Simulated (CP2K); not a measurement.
A self-consistent single point of NbRu (P1, 2 atoms in the cell) with CP2K.

Method: CP2K with LDA (Pade form), GPW, DZVP-MOLOPT-SR-GTH basis, GTH-PADE potentials (GTH_POTENTIALS).

The change in words: lattice scaled by 0.98. Reference geometry:
```
CELL_PARAMETERS angstrom
      3.18649     0.00000     0.00000
      0.00000     3.18649     0.00000
      0.00000     0.00000     3.18649
ATOMIC_POSITIONS crystal
  Nb 0.98809 0.01268 0.00951
  Ru 0.51191 0.48732 0.49049
```

Reference input (self-consistent single point, DFT LDA (Pade form), GPW, DZVP-MOLOPT-SR-GTH basis, GTH-PADE potentials (GTH_POTENTIALS)): CUTOFF = 500 Ry; REL_CUTOFF = 50 Ry; SMEAR/METHOD = GAUSSIAN; SIGMA = 0.136 eV; KPOINTS/SCHEME = MONKHORST-PACK 8 8 8; GAMMA_CENTERED = T; XC_FUNCTIONAL = PADE; Nb/BASIS_SET = DZVP-MOLOPT-SR-GTH; Nb/POTENTIAL = GTH-PADE-q13; Ru/BASIS_SET = DZVP-MOLOPT-SR-GTH; Ru/POTENTIAL = GTH-PADE-q16; METHOD = GPW. This run's input differs from it in these lines:

```diff
@@ -64,5 +64,5 @@
     &CELL
-      A 3.18649000 0.00000000 0.00000000
-      B 0.00000000 3.18649000 0.00000000
-      C 0.00000000 0.00000000 3.18649000
+      A 3.12276000 0.00000000 0.00000000
+      B 0.00000000 3.12276000 0.00000000
+      C 0.00000000 0.00000000 3.12276000
       PERIODIC XYZ
```

Output (repeated stretches shortened):

```
 SCF WAVEFUNCTION OPTIMIZATION

  Step     Update method      Time    Convergence         Total energy    Change
     1 NoMix/Diag. 0.30E+00      -     6.83626578      -152.4784889801 -1.52E+02
     2 Broy./Diag. 0.30E+00      -     0.13269093      -153.3617294351 -8.83E-01
     3 Broy./Diag. 0.30E+00      -     0.10055019      -152.7548834420  6.07E-01
     4 Broy./Diag. 0.30E+00      -     0.07950829      -151.7807907503  9.74E-01
     5 Broy./Diag. 0.30E+00      -     0.05163327      -151.8267412942 -4.60E-02
     6 Broy./Diag. 0.30E+00      -     0.01253641      -151.8407265878 -1.40E-02
   [... 6 lines left out ...]
    13 Broy./Diag. 0.30E+00      -     0.00000086      -151.8590087983 -2.78E-06
    14 Broy./Diag. 0.30E+00      -     0.00000014      -151.8590089307 -1.32E-07
    15 Broy./Diag. 0.30E+00      -     0.00000014      -151.8590092536 -3.23E-07
    16 Broy./Diag. 0.30E+00      -     4.5925E-09      -151.8590092535  1.08E-10
  *** SCF run converged in    16 steps ***

  Overlap energy of the core charge distribution:               0.00000000000058
  Self energy of the core charge distribution:               -271.58397976491210
  Core Hamiltonian energy:                                     63.91806339413083
  Hartree energy:                                              72.72358412383508
  Exchange-correlation energy:                                -16.91560107947566
  Smearing free energy correction:                             -0.00107592703962
  Fermi energy:                                                 0.63537212202257

  Total energy:                                              -151.85900925346021
  Total energy (extrapolated to sigma->0):                   -151.85847128994041

                     Mulliken Population Analysis

   [... lines left out ...]

 STRESS| Analytical stress tensor [bar]
 STRESS|                        x                   y                   z
 STRESS|      x       -8.37143475962E+04  -3.65977067533E+03  -2.42705426751E+03
 STRESS|      y       -3.65977067533E+03  -8.42840642546E+04   2.67061441780E+03
 STRESS|      z       -2.42705426751E+03   2.67061441780E+03  -8.19117997092E+04
 STRESS| 1/3 Trace                                            -8.33034038534E+04
```

The run converged in 16 iterations. Against the reference run the free energy falls by 94.5 meV/atom, the pressure goes from -22.59 to -8.33 GPa and the largest force goes from 0.116 to 0.334 eV/Å.

The starting cell comes from a database of computed structures (which also holds hypothetical and non-ambient phases and stackings), without a prior relaxation at this level. Its atoms were displaced at random from the sites of space group no. 221. For this run, on top of that: lattice scaled by 0.98. Spin polarisation is off. Values carry the incompleteness of an atom-centred basis. With a pressure of about -8 GPa the cell is away from its equilibrium volume at this level.

Cost on one core of a shared machine: roughly 3 min.
